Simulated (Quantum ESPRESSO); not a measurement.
Input and output of a self-consistent single point for C (P6_3/mmc, 4 atoms in the cell) (Quantum ESPRESSO).

Method: PBE, PSlibrary PAW (PBE) pseudopotentials (plane waves; Quantum ESPRESSO).

The change in words: lattice scaled by 0.98. Reference geometry:
```
CELL_PARAMETERS angstrom
      2.46000     0.00000     0.00000
     -1.23000     2.13042     0.00000
      0.00000     0.00000     6.71000
ATOMIC_POSITIONS crystal
  C  0.00000 0.00000 0.25000
  C  0.00000 0.00000 0.75000
  C  0.33333 0.66667 0.25000
  C  0.66667 0.33333 0.75000
```

Reference input (self-consistent single point, DFT, PBE, plane waves, PSlibrary PAW (PBE) pseudopotentials): ecutwfc = 45 Ry; ecutrho = 360 Ry; occupations = smearing; smearing = gaussian; degauss = 0.0099958 Ry; potentials = {C: C.pbe-n-kjpaw_psl.1.0.0.UPF}; K_POINTS = automatic 15 15 5 0 0 0; conv_thr = 1e-10 Ry; mixing_beta = 0.5. This run's input differs from it in these lines:

```diff
@@ -10,4 +10,4 @@
    ibrav = 4
-   celldm(1) = 4.64872626
-   celldm(3) = 2.7276422785
+   celldm(1) = 4.55575169
+   celldm(3) = 2.7276423048
    nat = 4
```

Output, abridged:

```
     Self-consistent Calculation

     iteration #  1     ecut=    45.00 Ry     beta= 0.50

     total energy              =     -73.74557008 Ry
     estimated scf accuracy    <       0.43546969 Ry

     iteration #  2     ecut=    45.00 Ry     beta= 0.50

     total energy              =     -73.75028472 Ry
     estimated scf accuracy    <       0.04473202 Ry

     iteration #  3     ecut=    45.00 Ry     beta= 0.50

     total energy              =     -73.75764526 Ry
     estimated scf accuracy    <       0.00110043 Ry

   [... 5 blocks of this kind left out ...]

     iteration #  9     ecut=    45.00 Ry     beta= 0.50

     total energy              =     -73.75774432 Ry
     estimated scf accuracy    <          1.0E-10 Ry

     iteration # 10     ecut=    45.00 Ry     beta= 0.50
     End of self-consistent calculation

     the Fermi energy is     7.7489 ev

!    total energy              =     -73.75774432 Ry
     estimated scf accuracy    <          2.0E-12 Ry
     smearing contrib. (-TS)   =      -0.00010175 Ry
     internal energy E=F+TS    =     -73.75764257 Ry

     convergence has been achieved in  10 iterations

     Forces acting on atoms (cartesian axes, Ry/au):

     atom    1 type  1   force =     0.00000000   -0.00000000    0.00000000
   [... zero for the other atoms too ...]

     Total force =     0.000000     Total SCF correction =     0.000000

          total   stress  (Ry/bohr**3)                   (kbar)     P=      225.64
   0.00215599  -0.00000000  -0.00000000          317.16       -0.00       -0.00
  -0.00000000   0.00215599  -0.00000000           -0.00      317.16       -0.00
   0.00000000   0.00000000   0.00028962            0.00        0.00       42.61

   JOB DONE.
```

The run converged in 10 iterations. Against the reference run the free energy rises by 40.8 meV/atom and the pressure goes from 3.24 to 22.56 GPa.

The starting cell has typed, rounded lattice constants, without a prior relaxation at this level. For this run, on top of that: lattice scaled by 0.98. With a pressure of about 23 GPa the cell is away from its equilibrium volume at this level.
